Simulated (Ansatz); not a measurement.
metastable alpha cristobalite: the defect Ge on the Si site (Ge_Si)

Level of theory: PBE, PAW (plane waves to 420 eV; Ansatz, an electronic-structure program). A supercell of 96 sites (2×2×2 repeats of a cell of 12 atoms) was used; the energies come from a 2×2×2 shifted sampling of its zone. Site at the start: the Si site. Finite-size correction: monopole term and site-potential alignment. Dielectric constants: PBE linear response of the host. Host gap at this level: 5.51 eV. A cell of this size leaves errors of a few tenths of an eV. PBE underestimates the host's gap, which shifts levels and can delocalise carriers. Spin–orbit coupling is left out. Each state is the lowest found from its start.

Charges with a result: +1, 0, −1. Others weren't obtained, and one of them could lie lower, also by skipping a charge.

| charge | moment (μB) | largest move off a lattice site (Å) | image correction with alignment (eV) |
|---|---|---|---|
| +1* | fractional | 0.23 | – |
| 0 | not spin-polarised | 0.23 | 0.00 |
| −1 | 1.0 | 0.61 | 0.33 |

* At this level the carrier isn't localised at the defect: at charge +1 holes occupy the valence band. Such a state is shallow or no state of the defect, and this cell gives it no level.

No other site or start that was run ended lower by more than 0.1 eV.

Transition levels above the valence-band maximum: ε(0/−1) = 5.21 eV. On the lower envelope of the bound states, inside the gap: (0/−1) at 5.21 eV.

Flagged in the runs: a doubtful potential alignment, a host whose relaxation on this sampling wasn't shown to rest, a strain field that reaches the edge of the cell.
